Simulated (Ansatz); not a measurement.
Worked example: self-consistent single point of LiNbSe₂ (P1, 8 atoms in the cell) in Ansatz (an electronic-structure program).

Method of the run: PBEsol, PAW files made with PBE (plane waves; Ansatz).

The change in words: atoms moved at random. Reference geometry:
```
LiNbSe2
1.0
    3.53331     0.00000     0.00000
   -1.76666     3.05994     0.00000
    0.00000     0.00000    13.54232
Li Nb Se
2 2 4
Direct
  0.00000   0.00000   0.00000
  0.00000   0.00000   0.50000
  0.00000   0.00000   0.25000
  0.00000   0.00000   0.75000
  0.33333   0.66667   0.12695
  0.66667   0.33333   0.87305
  0.66667   0.33333   0.62695
  0.33333   0.66667   0.37305
```

Reference input (self-consistent single point, DFT, PBEsol, plane waves, PAW files made with PBE): kpoints.mp_grid.grid = 6 6 2; hamiltonian.xc = pbesol; hamiltonian.pseudopotentials = {kind: paw} (the program's default PAW files); scf.occupations.method = fixed. This run's input differs from it in these lines:

Ansatz 0.2 input:
```diff
@@ -6,10 +6,10 @@
   atoms:
-    - { symbol: Li, position: [0.00000000, 0.00000000, 0.00000000] }
-    - { symbol: Li, position: [0.00000000, 0.00000000, 0.50000000] }
-    - { symbol: Nb, position: [0.00000000, 0.00000000, 0.25000000] }
-    - { symbol: Nb, position: [0.00000000, 0.00000000, 0.75000000] }
-    - { symbol: Se, position: [0.33333300, 0.66666700, 0.12695000] }
-    - { symbol: Se, position: [0.66666700, 0.33333300, 0.87305000] }
-    - { symbol: Se, position: [0.66666700, 0.33333300, 0.62695000] }
-    - { symbol: Se, position: [0.33333300, 0.66666700, 0.37305000] }
+    - { symbol: Li, position: [0.00032700, -0.00500400, 0.00438700] }
+    - { symbol: Li, position: [0.00200500, 0.00746400, 0.49891900] }
+    - { symbol: Nb, position: [-0.01599200, -0.01562500, 0.25107000] }
+    - { symbol: Nb, position: [0.00789100, 0.01883700, 0.75032200] }
+    - { symbol: Se, position: [0.31898600, 0.65417000, 0.12973300] }
+    - { symbol: Se, position: [0.65581300, 0.32601500, 0.86817100] }
+    - { symbol: Se, position: [0.67480100, 0.31940400, 0.62818100] }
+    - { symbol: Se, position: [0.35617000, 0.69473800, 0.36921800] }
 kpoints:
```

Output (repeated stretches shortened):

```
SCF iter   1: F=—  HF=-31103.504559 eV  |F-HF|=—  |Δ(HF+E_count)|=         —  Δρ=3.97e-2  dr2=4.16e0  ethr=3.10e-3  ⟨swp⟩=4.8  Hψ=7356  notcnv=0  defer=269
all-band conjugate gradients solve this SCF's bands
preconditioner: auto → Resta (q_TF=auto, 2.543 Å⁻¹)
SCF iter   2: F=—  HF=-31102.846423 eV  |F-HF|=—  |Δ(HF+E_count)|=   6.58e-1  Δρ=2.16e-2  dr2=5.93e-1  ethr=3.10e-3  ⟨swp⟩=2.1  Hψ=3093  notcnv=0  defer=143
   [... lines left out ...]
SCF iter   7: F=—  HF=-31102.678778 eV  |F-HF|=—  |Δ(HF+E_count)|=   4.53e-5  Δρ=1.02e-4  dr2=4.72e-5  ethr=1.16e-7  ⟨swp⟩=2.0  Hψ=3999  notcnv=0  defer=100
SCF iter   8: F=—  HF=-31102.678762 eV  |F-HF|=—  |Δ(HF+E_count)|=   1.58e-5  Δρ=3.13e-5  dr2=1.73e-6  ethr=4.91e-8  ⟨swp⟩=2.0  Hψ=4084  notcnv=0  defer=81
SCF iter   9: F=—  HF=-31102.678763 eV  |F-HF|=—  |Δ(HF+E_count)|=   5.78e-7  Δρ=1.08e-5  dr2=2.58e-7  ethr=1.80e-9  ⟨swp⟩=2.0  Hψ=4046  notcnv=0  defer=81
SCF iter  10: F=-31102.678763 eV  HF=-31102.678763 eV  |F-HF|=6.91e-8  |Δ(HF+E_count)|=   1.54e-8  Δρ=3.12e-6  dr2=6.69e-8  ethr=1.04e-10  ⟨swp⟩=11.3  Hψ=11351  notcnv=0
SCF 1 converged in 10 iterations: F = -31102.678763 eV  dr2 = 6.69e-8
Free energy (F): -31102.678763 eV
Internal energy: -31102.678763 eV  (E = F + TS)
E sigma→0 (E₀):  -31102.678763 eV
Fermi energy:    11.347073 eV
--- Forces (eV/Å), atoms counted from 1 ---
  atom   1  Li    -0.04214678    -0.02349209    -0.18053553
  atom   2  Li     0.07283161    -0.00377128     0.06402063
  atom   3  Nb     0.54865339     1.05716168    -0.60192348
  atom   4  Nb     0.27566139    -1.30713504    -0.52434100
  atom   5  Se     0.01988470    -0.10432436    -0.01735158
  atom   6  Se     0.17969395     0.63301799     0.67044037
  atom   7  Se    -0.48763501     0.74239858    -0.05682636
  atom   8  Se    -0.56694273    -0.99385618     0.64651978
--- Stress (GPa, compression-positive) ---
       -1.030276       0.148744       0.126063
        0.148744      -3.721712      -1.329282
        0.126063      -1.329282       0.531956
  P = ⅓ Tr σ = -1.4067 GPa (-14.067 kbar)
  The stress holds the Pulay correction. Without it, at fixed plane waves, as pw.x and ABINIT print it: P = -1.4205 GPa
```

The run converged in 10 iterations. Against the reference run the free energy goes up by 21.6 meV/atom, the pressure goes from -3.74 to -1.41 GPa, the largest force goes from 0.338 to 1.435 eV/Å and the gap on the mesh goes from 0.596 to 0.514 eV.

The starting cell comes from a database of computed structures (which also holds hypothetical and non-ambient phases and stackings), without a prior relaxation at this level. For this run, on top of that: atoms moved at random. Forces in this geometry exceed 1 eV/Å. Ansatz's pressure includes its estimate of the finite-basis (Pulay) stress.

Cost on one core of a shared machine: roughly 40 s.
